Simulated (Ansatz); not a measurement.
Take Ba3PtC in the anti-perovskite structure (space group Pm-3m, No. 221; a = 5.386 Å; a hypothetical phase, not in the database extracts checked) as the base.

It is then changed as follows: a hydrostatic pressure of 3 GPa.

Levels (all Ansatz, an electronic-structure program, PAW): PBEsol (420 eV, spin-orbit coupling left out); PBEsol+SOC (420 eV, noncollinear with spin-orbit coupling).

The geometry is relaxed with PBEsol.

| Item | Result |
|---|---|
| PBEsol pressure | 3.0 GPa |

Task: How does going to PBEsol+SOC change the pressure?

Result: The pressure shrinks by 0.2 GPa to 2.8 GPa.

Single points use the geometry relaxed with PBEsol. Differences between runs with and without spin-orbit coupling are approximate. Load acts through the strain it causes; cell and atoms are relaxed under it. Whether these cells are dynamically stable was not tested. The runs without spin-orbit coupling are not spin-polarised. Ba3PtC has a high density of states at the Fermi level and may be magnetic at this level.
